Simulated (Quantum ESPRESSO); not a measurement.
Worked example: self-consistent single point of a (001) slab of Na3BrO (cut from a parent of space group no. 221; 10 atoms in the cell) in Quantum ESPRESSO.

Method of the run: PBEsol, GBRV 1.5 ultrasoft (PBESOL) pseudopotentials (plane waves; Quantum ESPRESSO).

The change in words: vacuum of 10 angstrom (first run: 14 Å); tstress: true → default; tefield: default → true; dipfield: default → true; edir: default → 3; emaxpos: default → 0.97; eopreg: default → 0.05; and 1 further keys. Reference geometry:
```yaml
crystal:
  lattice:
    - [4.51046, 0.00000, 0.00000]
    - [0.00000, 4.51046, 0.00000]
    - [0.00000, 0.00000, 20.76571]
  atoms:
    - { symbol: Na, position: [0.00000, 0.50000, 0.33709] }
    - { symbol: Na, position: [0.50000, 0.00000, 0.33709] }
    - { symbol: Na, position: [0.50000, 0.50000, 0.44570] }
    - { symbol: Br, position: [0.00000, 0.00000, 0.44570] }
    - { symbol: O, position: [0.50000, 0.50000, 0.33709] }
    - { symbol: Na, position: [0.00000, 0.50000, 0.55430] }
    - { symbol: Na, position: [0.50000, 0.00000, 0.55430] }
    - { symbol: Na, position: [0.50000, 0.50000, 0.66291] }
    - { symbol: Br, position: [0.00000, 0.00000, 0.66291] }
    - { symbol: O, position: [0.50000, 0.50000, 0.55430] }
```

Reference input (self-consistent single point, DFT, PBEsol, plane waves, GBRV 1.5 ultrasoft (PBESOL) pseudopotentials): ecutwfc = 40 Ry; ecutrho = 200 Ry; occupations = smearing; smearing = fd; degauss = 0.00147 Ry; mixing_mode = local-TF; K_POINTS = automatic 3 3 1 0 0 0; conv_thr = 1e-08 Ry; mixing_beta = 0.3. This run's input differs from it in these lines:

```diff
@@ -6,3 +6,4 @@
   tprnfor = .true.
-  tstress = .true.
+  tefield = .true.
+  dipfield = .true.
 /
@@ -11,3 +12,3 @@
   A = 4.510464000
-  C = 20.765714000
+  C = 16.765719000
   nat = 10
@@ -19,2 +20,6 @@
   degauss = 0.00147
+  edir = 3
+  emaxpos = 0.970
+  eopreg = 0.05
+  eamp = 0.0
 /
@@ -30,12 +35,12 @@
 ATOMIC_POSITIONS {angstrom}
-Na    0.000000000    2.255232000    6.999997595
-Na    2.255232000    0.000000000    6.999997595
-Na    2.255232000    2.255232000    9.255216433
-Br    0.000000000    0.000000000    9.255216433
-O     2.255232000    2.255232000    6.999997595
-Na    0.000000000    2.255232000   11.510497567
-Na    2.255232000    0.000000000   11.510497567
-Na    2.255232000    2.255232000   13.765716405
-Br    0.000000000    0.000000000   13.765716405
-O     2.255232000    2.255232000   11.510497567
+Na    0.000000000    2.255232000    5.000006846
+Na    2.255232000    0.000000000    5.000006846
+Na    2.255232000    2.255232000    7.255214006
+Br    0.000000000    0.000000000    7.255214006
+O     2.255232000    2.255232000    5.000006846
+Na    0.000000000    2.255232000    9.510504994
+Na    2.255232000    0.000000000    9.510504994
+Na    2.255232000    2.255232000   11.765712154
+Br    0.000000000    0.000000000   11.765712154
+O     2.255232000    2.255232000    9.510504994
 K_POINTS {automatic}
```

Output (repeated stretches shortened):

```
     Self-consistent Calculation

     iteration #  1     ecut=    40.00 Ry     beta= 0.30

     Adding external electric field

     Computed dipole along edir(3) :
        Dipole               -0.0408 Ry au,         -0.1036 Debye
        Dipole field         -0.0002 Ry au,

        Potential amp.        0.0134 Ry
        Total length         30.0985 bohr

     total energy              =    -717.44976022 Ry
     estimated scf accuracy    <       2.46782241 Ry

     iteration #  2     ecut=    40.00 Ry     beta= 0.30

     Adding external electric field

     Computed dipole along edir(3) :
   [... lines left out ...]
        Dipole field          0.0004 Ry au,

        Potential amp.       -0.0234 Ry
        Total length         30.0985 bohr

     total energy              =    -717.11691454 Ry
     estimated scf accuracy    <       0.00000002 Ry

     iteration # 32     ecut=    40.00 Ry     beta= 0.30

     negative rho (up, down):  1.775E-05 0.000E+00

     Adding external electric field

     Computed dipole along edir(3) :
        Dipole                0.0711 Ry au,          0.1807 Debye
        Dipole field          0.0004 Ry au,

        Potential amp.       -0.0234 Ry
        Total length         30.0985 bohr
     End of self-consistent calculation

     the Fermi energy is     1.2825 ev

!    total energy              =    -717.11691454 Ry
     estimated scf accuracy    <          1.3E-09 Ry
     smearing contrib. (-TS)   =      -0.00000000 Ry
     internal energy E=F+TS    =    -717.11691454 Ry

     electric field correction =       0.00002760 Ry

     convergence has been achieved in  32 iterations

     negative rho (up, down):  1.775E-05 0.000E+00

     Forces acting on atoms (cartesian axes, Ry/au):

     atom    1 type  1   force =     0.00000016   -0.00000023   -0.00553389
     atom    2 type  1   force =    -0.00000027    0.00000037   -0.00553408
     atom    3 type  1   force =    -0.00000018   -0.00000005    0.00008822
     atom    4 type  2   force =    -0.00000017   -0.00000012   -0.00191998
   [... lines left out ...]
     atom    7 type  1   force =     0.00000014    0.00000013    0.00105233
     atom    8 type  1   force =    -0.00000001   -0.00000023   -0.00366186
     atom    9 type  2   force =     0.00000001   -0.00000006    0.00228471
     atom   10 type  3   force =     0.00000022   -0.00000017    0.00523030

     Total force =     0.012702     Total SCF correction =     0.000044

   JOB DONE.
```

The run converged in 32 iterations. Against the reference run the free energy stays essentially unchanged (within 1 meV/atom), the largest force goes from 0.164 to 0.178 eV/Å and the gap on the mesh goes from 1.846 to 1.809 eV.

The starting cell comes from a database of computed structures (which also holds hypothetical and non-ambient phases and stackings), without a prior relaxation at this level. The slab is cut from that crystal, and its faces are unrelaxed. Its lattice was rescaled by up to half a per cent. Spin polarisation is off, though cut faces can carry moments; a gap of a slab can lie between surface states.

Cost on one core of a shared machine: roughly 3 min.
